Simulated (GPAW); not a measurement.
Short convergence ladders for Ag (Fm-3m, 1 atom in the cell)

```xyz
1
Lattice="0.0000 2.0552 2.0552 2.0552 0.0000 2.0552 2.0552 2.0552 0.0000" Properties=species:S:1:pos:R:3 pbc="T T T"
Ag     0.0000     0.0000     0.0000
```

Base method: PBE, GPAW PAW datasets PBE (gpaw-data 1.0.1) (plane waves; GPAW 25.7.0).

Base settings: mode = pw; ecut = 600 eV; xc = PBE; kpts = 10 10 10; mesh shift (steps) = 0 0 0; occupations.name = fermi-dirac; occupations.width = 0.1 eV; nbands = -9; convergence.forces = 0.001 eV/Å; symmetry.symmorphic = false.

**The width of Fermi-Dirac smearing**

In this ladder: kpts = 16 16 16.

Narrow widths need finer meshes than wide ones, so the last steps can hold mesh noise.

Only quantities that move along the ladder and can be compared are tabulated; pressure and forces are left out, as mesh noise rules them at narrow widths.

| occupations.width | free energy less the last step's (meV/atom) | energy extrapolated to zero width less the last step's (meV/atom) |
|---|---|---|
| 1 eV | -547.50 | 132.99 |
| 0.5 eV | -108.15 | 6.31 |
| 0.3 eV | -37.34 | 0.23 |
| 0.2 eV | -15.90 | 0.00 |
| 0.1 eV | -3.20 | -0.18 |
| 0.05 eV | 0.00 | 0.00 |

Widest occupations.width that holds the energy extrapolated to zero width within 0.5 meV/atom of the last step, with all finer ones: 0.3 eV; the step before is off by 6.3 meV/atom.

Widest occupations.width that holds the free energy within 5 meV/atom: not settled: the last two steps still differ by 3.2 meV/atom, over half the tolerance, so the ladder does not show it.

The extrapolation to zero width removes most of the smearing's effect on the energy.

**The width of cold smearing**

In this ladder: kpts = 16 16 16; occupations.name = marzari-vanderbilt.

Narrow widths need finer meshes than wide ones, so the last steps can hold mesh noise.

Only quantities that move along the ladder and can be compared are tabulated; pressure and forces are left out, as mesh noise rules them at narrow widths.

| occupations.width | free energy less the last step's (meV/atom) |
|---|---|
| 1 eV | -1.52 |
| 0.5 eV | 1.31 |
| 0.3 eV | 0.84 |
| 0.2 eV | -0.08 |
| 0.1 eV | -0.26 |
| 0.05 eV | 0.00 |

Widest occupations.width that holds the free energy within 1 meV/atom of the last step, with all finer ones: 0.3 eV; the step before is off by 1.3 meV/atom.

**The setting conv density**

In this ladder: convergence.forces = default. Moved along: convergence.energy, convergence.eigenstates.

The mesh stays at the base's, so the ladder's end is converged at best in this setting alone.

Only quantities that move along the ladder and can be compared are tabulated.

```csv
convergence.density,free energy less the last step's (meV/atom),pressure (GPa)
0.01 e/electron,-8.20,-7.67
0.001 e/electron,-0.02,3.28
0.0001 e/electron,0.00,2.86
1e-06 e/electron,0.00,2.89
1e-07 e/electron,0.00,2.89
```

Coarsest convergence.density that holds the free energy within 2 meV/atom of the last step, with all finer ones: 0.001 e/electron; the step before is off by 8.2 meV/atom.

Coarsest convergence.density that holds the pressure within 0.5 GPa of the last step, with all finer ones: 0.001 e/electron; the step before is off by 11 GPa.

On the base run: the starting cell has typed, rounded lattice constants, without a prior relaxation at this level. Its lattice was rescaled by up to half a per cent.

Left out of this page: 4 runs of the series outside the window shown, repeating another row's setting, or not comparable.
